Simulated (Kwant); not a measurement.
Model system: wire with a row of barriers in a ZnO two-dimensional gas. Effective mass 0.3 mₑ, grid spacing 1.7 nm, hard walls, nominal width 40 nm (23 grid rows, so walls 40.8 nm apart), one parabolic valley, scattering region 170 nm long along x; energies count from the band bottom; Fermi energy swept from 0.00062672 to 0.0074423 eV. 2 barrier(s) across the wire, height 0.038 eV, thickness 5.1 nm (about 3 grid columns), spaced by 27.2 nm.

The device is made up for the run: typed textbook-type constants, with dimensions and the other settings drawn at random.

Kwant, effective-mass tight-binding model on a square grid, one spin, coherent transport at 0 K. Conductance is in e²/h.

Q: How many channels do the leads carry at E = 2.60, 2.64 meV?

A: The hard-wall thresholds are n² ħ²π²/(2mW²) = n² × 0.753 meV with W = 40.8 nm. √(2.60/0.753) = 1.86, so 1. √(2.64/0.753) = 1.87, so 1.
